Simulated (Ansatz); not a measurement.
## Migration barriers: interstitial H in zinc-blende GaAs, charge state +1

System: interstitial H in zinc-blende GaAs (charge state +1). The numbers are results of PBE, PAW (plane waves to 420 eV; Ansatz, an electronic-structure program), not measurements.

Settings: 64 host sites, the relaxed PBE lattice, one k-point at (0.250, 0.250, 0.250), smearing 0.05 eV, spin-restricted, no image-charge correction. No zero-point or tunnelling terms. PBE gaps are too small, and in this host the defect's levels may merge with the bands. The charge state is imposed; whether it is stable for some Fermi level was not computed. Sites that were not tried may lie lower.

Barriers: single points on a 2×2×2 k-point mesh shifted by half a step at the bands' geometries.

```
Route                                        Start site over the lowest site run (eV)  Hop (Å)  Forward barrier (eV)  Backward barrier (eV)   Neighbours at the start  Neighbours at the saddle                         Saddle order  Forward, on the band's own sampling (eV)
-------------------------------------------  ----------------------------------------  -------  --------------------  ---------------------  ------------------------  ------------------------  -----------------------------------  ----------------------------------------
several atoms move together, H the farthest                                      0.00     1.85                  0.40                   0.40  As at 1.55; Ga at 1.89 Å              As at 1.56 Å  inconclusive, on a symmetry element                                      0.45
```

Paths come from CI-NEB runs.  A band can be held on a symmetry element, so unchecked saddle points there may be too high. A further band (several atoms move together, H the farthest, 1.80 Å) gave 0.45 eV forward on its own sampling, 0.45 eV above the lowest site run, but one of its ends is hardly a minimum (the way back has under 0.02 eV), so it is not taken as a result.
